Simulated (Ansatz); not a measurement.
**Pressure series in Re**

Consider Re in the hcp (Mg type) structure (space group P6_3/mmc, No. 194).

Re has the hexagonal space group P6₃/mmc (No. 194), the hcp (Mg type) structure, Pearson symbol hP2. Lattice parameters: a = b = 2.7508 Å, c = 4.4414 Å, α = β = 90.00°, γ = 120.00°. Re on 2c is coordinated by 12 Re at 2.730–2.751 Å (anticuboctahedral). (Neighbours: up to the widest gap in distance over summed covalent radii, below 1.35, at either atom.)

Cell and atoms are relaxed at each pressure.

Calculations: PBEsol, PAW, 420 eV (Ansatz, a first-principles code; no spin-orbit coupling).

| pressure (GPa) | volume per atom (Å³/atom) |
|---|---|
| -2 | 14.629 |
| -1 | 14.591 |
| 0 | 14.553 |
| 0.9 | ? |
| 4.5 | 14.390 |
| 9 | 14.237 |
| 15 | 14.045 |
| 22.5 | 13.823 |
| 30 | 13.618 |

Q: Fit the third-order Birch–Murnaghan form P(V) = (3B₀/2)[(V₀/V)^(7/3) − (V₀/V)^(5/3)]·[1 + (3/4)(B₀′ − 4)((V₀/V)^(2/3) − 1)] (squares taken in P) to the rows shown and predict the withheld row.

A: Least squares on the printed values gives V₀ = 14.553 Å³/atom, B₀ = 390 GPa, B₀′ = 4.4; this predicts 14.520 Å³/atom, and the run gives 14.520 Å³/atom, in agreement.

Load acts through the strain it causes; cell and atoms are relaxed under it. Stability against distortions was not tested. Competing high-pressure phases were not computed. All final runs are without spin polarisation.
